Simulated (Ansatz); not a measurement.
Worked example: zone-centre phonon calculation of Cs (Pbcm, 4 atoms in the cell) in Ansatz (an electronic-structure program).

Level of theory: LDA (PW92), default PAW files made with PBE (plane waves; Ansatz).

```
CELL_PARAMETERS angstrom
      5.50452     0.00000     0.00000
      0.00000     9.95239     0.00000
      0.00000     0.00000     9.25313
ATOMIC_POSITIONS crystal
  Cs 0.73537 0.60699 0.75000
  Cs 0.26463 0.39301 0.25000
  Cs 0.73537 0.89301 0.25000
  Cs 0.26463 0.10699 0.75000
```

Reference input (self-consistent single point, DFT, LDA (PW92), plane waves, default PAW files made with PBE): basis.ecutwfc = 30.9 Ry; kpoints.mp_grid.grid = 5 3 3; hamiltonian.xc = lda; hamiltonian.pseudopotentials = {kind: paw} (the program's default PAW files); scf.occupations.method = fermi_dirac; scf.occupations.width = 0.0073 Ry. This run's input differs from it in these lines:

Ansatz 0.2 input:
```diff
@@ -11,3 +11,3 @@
 basis:
-  ecutwfc: 30.9 Ry
+  ecutwfc: 26.1 Ry
 kpoints:
@@ -19,6 +19,4 @@
   occupations: { method: fermi_dirac, width: 0.0073 Ry }
-output:
-  forces: true
-  eigenvalues: true
-  stress: true
+phonons:
+  method: dfpt
```

Log, with long lists cut:

```
SCF iter   1: F=—  HF=-22019.361415 eV  |F-HF|=—  |Δ(HF+E_count)|=         —  Δρ=1.59e-3  dr2=8.17e-3  ethr=1.77e-3  ⟨swp⟩=9.4  Hψ=4099  notcnv=0
all-band conjugate gradients solve this SCF's bands
automatic band count: the SCF goes on with 26 bands, as 22 were too few: they end inside the smearing window of the response
preconditioner: auto → Kerker (q_TF=auto, 1.756 Å⁻¹)
   [... lines left out ...]
SCF iter   8: F=—  HF=-22019.357652 eV  |F-HF|=—  |Δ(HF+E_count)|=   3.03e-9  Δρ=6.26e-7  dr2=7.19e-9  ethr=9.83e-11  ⟨swp⟩=3.0  Hψ=747  notcnv=0
SCF iter   9: F=—  HF=-22019.357652 eV  |F-HF|=—  |Δ(HF+E_count)|=  5.89e-10  Δρ=1.35e-7  dr2=2.14e-10  ethr=2.00e-11  ⟨swp⟩=3.0  Hψ=733  notcnv=0
SCF iter  10: F=—  HF=-22019.357652 eV  |F-HF|=—  |Δ(HF+E_count)|=  1.27e-10  Δρ=4.10e-8  dr2=2.26e-11  ethr=1.00e-12  ⟨swp⟩=2.4  Hψ=469  notcnv=0
SCF iter  11: F=-22019.357652 eV  HF=-22019.357652 eV  |F-HF|=1.09e-11  |Δ(HF+E_count)|=  2.91e-11  Δρ=1.37e-8  dr2=2.56e-12  ethr=1.00e-12  ⟨swp⟩=8.1  Hψ=2077  notcnv=0
SCF 1 converged in 11 iterations: F = -22019.357652 eV  dr2 = 2.56e-12
DFPT response loops at Γ: preconditioner auto → Kerker (q_TF=auto, 1.756 Å⁻¹) (partly filled bands, converged f_vac=0.000) …
Free energy (F): -22019.357652 eV
Internal energy: -22019.219519 eV  (E = F + TS)
E sigma→0 (E₀):  -22019.288586 eV
Entropy (-TS):   -0.138133 eV (-34.533 meV/atom)
Fermi energy:    1.619548 eV
--- Phonons (Γ-DFPT): 3 representative perturbations + reference, on 16 of 45 k-points (Σ response iterations 9) ---
  k mesh reduced under 2 symmetry operations, with k and −k counted as one. Each operation leaves every solved displacement unchanged or reverses it
  ASR residual: 7.030e-5 → 0.000e0 eV/Å²; symmetrization residual: 9.531e-7 eV/Å²
  ASR residual per site (eV/Å²): 7.03e-5 7.03e-5 7.03e-5 7.03e-5
  Γ frequencies (cm⁻¹): 0.00 0.00 0.00 7.31 9.11 13.77 17.10 18.22 18.50 23.16 23.27 23.98
  non-analytic LO–TO correction: not included (Born effective charges unavailable; polar crystals: no LO–TO splitting at Γ)
```

The run converged in 11 iterations. 

Summary of the result:
- Free energy E − TS (on the zero of these files) = -22019.3577 eV
- Fermi level (on the code's own zero) = 1.62 eV
- Zone-centre frequencies (cm⁻¹; negative means imaginary) = 0, 0, 0, 7, 9, 14, 17, 18, 18, 23, 23, 24

The starting cell comes from a database of computed structures (which also holds hypothetical and non-ambient phases and stackings), without a prior relaxation at this level. Its lattice was rescaled by up to half a per cent. The cutoff lies below the one recommended for these files.

Cost on one core of a shared machine: roughly 80 s.
